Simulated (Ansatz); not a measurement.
Take MgS in the rock salt structure (space group Fm-3m, No. 225) as the base.

```xyz
2
Lattice="0.0000 2.5911 2.5911 2.5911 0.0000 2.5911 2.5911 2.5911 0.0000" Properties=species:S:1:pos:R:3 pbc="T T T"
Mg     0.0000     0.0000     0.0000
S      2.5911     2.5911     2.5911
```

Method: PBEsol in Ansatz (plane waves to 420 eV, PAW, without spin-orbit coupling).

Base values:

The valley order comes out as X along ⟨100⟩ 2.73 eV; Γ 3.69 eV.

It is then changed as follows: 0.0696 holes added to each cell, a density of 2.0×10^21 cm⁻³, with a uniform compensating background at fixed cell and a 300 K Fermi–Dirac width.

### Question
What happens to the Fermi level from band edge?

### Answer
The Fermi level relative to the doped band's edge (positive inside the band; to 0.05 eV) amounts to +0.15 eV.

### Question
How does this affect the valley order?

### Answer
The valley order (the lowest conduction-band minima on the path, energy above the VBM, named in the base's zone) becomes X along ⟨100⟩ 2.80 eV; Γ 3.74 eV (base: X along ⟨100⟩ 2.73 eV; Γ 3.69 eV).

Carriers are added with a uniform compensating background; total energy and stress of such cells depend on the potential's zero and are not compared; many-body gap narrowing is missing at this level. The levels and masses belong to the bands next to the band gap. Whether these cells are dynamically stable was not tested. The base started in P3_121 and relaxed to Fm-3m at this level.

Ansatz is a first-principles code.
